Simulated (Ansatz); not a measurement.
Base system: InP in the zinc blende structure (space group F-43m, No. 216).

```cif
data_InP
_chemical_formula_sum 'P1 In1'
_space_group_name_H-M_alt 'P 1'
_space_group_IT_number 1
_cell_length_a 4.21421
_cell_length_b 4.21421
_cell_length_c 4.21421
_cell_angle_alpha 60.000
_cell_angle_beta 60.000
_cell_angle_gamma 60.000
loop_
_space_group_symop_operation_xyz
  'x, y, z'
loop_
_atom_site_label
_atom_site_type_symbol
_atom_site_fract_x
_atom_site_fract_y
_atom_site_fract_z
_atom_site_occupancy
P1 P 0.75000 0.75000 0.75000 1
In1 In 0.00000 0.00000 0.00000 1
```

Calculations: PBE (Ansatz, a quantum-chemistry and plane-wave program; PAW; 420 eV plane waves; no spin-orbit coupling), earlier PAW set.

Base values:

The hole mass is 0.037, 0.46, 0.46 mₑ (at Γ), the density comes out as 4.57 g/cm³ and the electron mass is 0.037 mₑ (at Γ). The gap character comes out as direct at Γ and the band gap is 0.44 eV.

The change: every In is replaced by Ga, then cell and atoms are relaxed.

Tabulated Pauling electronegativity and covalent radius: In 1.78, 1.42 Å; Ga 1.81, 1.22 Å.

Q: Estimate the effect on the hole mass, density, electron mass, gap character and band gap.

A: The hole mass (degenerate bands, along [100]) becomes 0.098, 0.40, 0.40 mₑ (at Γ) (base: 0.037, 0.46, 0.46 mₑ (at Γ)); the density drops by 0.569 g/cm³, from 4.57 g/cm³ to 4.01 g/cm³; the electron mass changes from 0.037 mₑ (at Γ) to 0.10 mₑ (at Γ); the gap character is still direct at Γ; the band gap increases by 1.14 eV, from 0.44 eV to 1.58 eV.

Effective masses come from finite differences of ±0.01 Å⁻¹. Stability against distortions was not tested. The real GaP has an indirect gap at ambient pressure; PBE orders its close-lying valleys differently.
